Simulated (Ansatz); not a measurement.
Take CdS in the wurtzite structure (space group P6_3mc, No. 186; a = 4.123 Å, c = 6.711 Å) as the base. Axes: x lies along a and z along c of the hexagonal cell.

The change: the cell is compressed by 1.19 % along y with no lateral relaxation; the atoms relax in the strained cell.

Levels (all Ansatz, a first-principles code, PAW): PBEsol (420 eV, spin-orbit coupling left out); r2SCAN (500 eV, no SOC); HSE06 (420 eV, no SOC).

At the geometry relaxed with PBEsol, these levels gave the following band gaps, in shuffled order: (a) 1.69 eV, (b) 1.09 eV, (c) 2.26 eV.

Question: Match each gap to its level.

Answer: (a) r2SCAN; (b) PBEsol; (c) HSE06.

Single points use the geometry relaxed with PBEsol. Stability against distortions was not tested.
